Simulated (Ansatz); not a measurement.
Levels about the gap of amorphous Al12As12S36 (60 atoms in a cell of 1427 Å³, 2.77 g/cm³; zone centre alone, so wide bands show as single levels with stretches between that a denser mesh fills), at the geometry that PBE-D3(BJ) relaxed, where it gives 0.0 GPa on a denser mesh. The participation number counts the atoms over which a state spreads; weights are charges in smoothed Voronoi cells. The levels come from a single point, so bond lengths are those of that geometry. Method of the levels: PBE-D3(BJ), scalar-relativistic without spin-orbit coupling (Ansatz, an electronic-structure program). Sampling: the zone centre alone; Fermi-Dirac width 0.05 eV; no spin polarisation. At PBE the levels at the filled edge of the gap are localised (band-tail or defect states).

Preparation: random packing, a CHGNet melt and quench, and a DFT relaxation. The hot cell started wider than the set density and was brought back towards it in steps. It is the lowest in DFT energy of 3 quenches. It is a model cell: composition and starting density were chosen by hand, and all elements were melted together. The geometry includes D3(BJ) dispersion. Its density started from a set value of 2.46 and ended at 2.77 g/cm³. The simulated quench (nominally 120 K/ps over its main leg) is rapid and tends to freeze in more defects than a deposited or slowly cooled glass has. Values belong to this one cell and scatter from quench to quench. Volume and shape were free in the relaxation.

```csv
"E - E(highest filled), eV",filling,participation number,largest on,weight S,weight As,weight Al
-0.50,filled,20.3,"S, 2 neighbours",0.83,0.12,0.05
-0.46,filled,17.4,"S, 2 neighbours",0.84,0.11,0.05
-0.34,filled,8.4,"S, 2 neighbours",0.88,0.07,0.04
-0.25,filled,10.2,"S, 2 neighbours",0.78,0.18,0.04
-0.23,filled,7.2,"S, 2 neighbours",0.88,0.06,0.06
-0.12,filled,15.2,"S, 2 neighbours",0.64,0.33,0.04
0.00,filled,11.5,"S, 2 neighbours",0.69,0.27,0.04
1.58,empty,9.6,"As, 3 neighbours",0.44,0.45,0.11
1.70,empty,19.3,"As, 3 neighbours",0.49,0.38,0.13
1.88,empty,27.5,"As, 4 neighbours",0.51,0.42,0.07
1.92,empty,29.5,"As, 3 neighbours",0.48,0.42,0.10
1.96,empty,20.0,"As, 3 neighbours",0.50,0.43,0.08
2.01,empty,23.8,"As, 3 neighbours",0.55,0.38,0.07
2.18,empty,29.6,"As, 3 neighbours",0.49,0.45,0.07
```

Most localised among these is the filled level at -0.23 eV, on a S atom, which has 2 neighbours (S 2.12 Å, Al 2.25 Å).
